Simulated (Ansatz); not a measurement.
The reference is SiC (space group P6_3mc, No. 186; a = 3.078 Å, c = 10.077 Å). Axes: x lies along a and z along c of the hexagonal cell.

The values are results of r2SCAN (Ansatz, a program for electronic structure), no SOC, earlier PAW set, not measurements.

For the base:

```
Property                              Value
---------------------  --------------------
Volume per atom                    10.33 Å³
Valence-band top at Γ  0.00, 0.00, -0.05 eV
```

One thing is altered: compressive biaxial strain of 4.49 % in the plane normal to [001], as in epitaxy on a mismatched substrate; the out-of-plane cell vector and the atoms relax.

Question: What happens to the volume per atom?

Answer: The volume per atom shrinks by 0.82 Å³ to 9.51 Å³.

Question: What does the calculation give for the valence-band top at Γ after the change?

Answer: The valence-band top at Γ (three highest levels, from the VBM) goes from 0.00, 0.00, -0.05 eV to 0.00, 0.00, -0.51 eV.

Question: What happens to the in-plane stress?

Answer: The mean in-plane stress (compression positive) is +33.9 GPa.

The levels and masses belong to the bands next to the band gap. No phonon test of stability was made.
